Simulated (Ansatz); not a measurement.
By PBEsol, the system below comes out a metal.

The ballistic (Sharvin) conductance counts the channels at the Fermi level: G/A = (e²/h) × channels of both spins per area.

Consider the following.

```yaml
crystal:
  lattice:
    - [2.58283, 0.00000, 0.00000]
    - [-0.86094, 2.43512, 0.00000]
    - [0.86094, 1.21756, 2.10888]
  atoms:
    - { symbol: V, position: [0.00000, 0.00000, 0.00000] }
```

Space group of this cell: Im-3m, bcc (W type). The cell is taken as given; by PBEsol its mean pressure is -4.5 GPa.

The current flows along the normal of the first two printed cell vectors, the (110) plane of the conventional cell. No spin-orbit coupling; the value is a mean over 0.1 eV about the Fermi level.

Question: Predict the ballistic conductance per area from PBEsol (Ansatz, a program for electronic structure).

Answer: 2.1 × 10¹⁵ S/m² for both spins.
